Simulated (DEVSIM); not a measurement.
Device: InP/In0.53Ga0.47As n-p heterojunction, at 300 K.

```csv
layer (left to right),material,thickness (μm),Nd (cm⁻³),Na (cm⁻³),τn (s),τp (s)
1,InP,0.0830,6.7e16,-,2.8e-9,2.8e-9
2,In0.53Ga0.47As,2.10,-,1.7e18,2.8e-9,2.8e-9
```

Left contact: ohmic. Right contact: ohmic. Voltage is applied to the left contact. Recombination: SRH at mid-gap. Mobility is constant in doping.

The device is made up for the run: typed textbook-type constants, with dimensions and the other settings drawn at random. Values at 300 K.

| parameter | InP | In0.53Ga0.47As |
|---|---|---|
| gap (eV) | 1.344 | 0.74 |
| affinity (eV) | 4.38 | 4.51 |
| permittivity | 12.5 | 13.9 |
| Nc (cm⁻³) | 5.7e17 | 2.1e17 |
| Nv (cm⁻³) | 1.1e19 | 7.7e18 |
| μn (cm²/Vs) | 5200 | 12000 |
| μp (cm²/Vs) | 170 | 300 |

DEVSIM, 1D drift-diffusion, Boltzmann statistics, complete ionisation; no tunnelling, impact ionisation, image-force lowering or self-heating. Band offsets follow the typed affinities; no thermionic-emission limit at abrupt steps, no polarisation charge.

The thickness of layer 1 was swept, all else fixed.

```json
[
 {"thickness of layer 1 (μm)": "0.017", "largest field in the device at zero bias (V/cm)": "330000"},
 {"thickness of layer 1 (μm)": "0.029", "largest field in the device at zero bias (V/cm)": "240000"},
 {"thickness of layer 1 (μm)": "0.05", "largest field in the device at zero bias (V/cm)": "160000"},
 {"thickness of layer 1 (μm)": "0.083", "largest field in the device at zero bias (V/cm)": "130000"},
 {"thickness of layer 1 (μm)": "0.14", "largest field in the device at zero bias (V/cm)": "120000"},
 {"thickness of layer 1 (μm)": "0.25", "largest field in the device at zero bias (V/cm)": "120000"},
 {"thickness of layer 1 (μm)": "0.42", "largest field in the device at zero bias (V/cm)": "120000"}
]
```

From the first row to the last the largest field in the device at zero bias goes from 330000 to 120000.
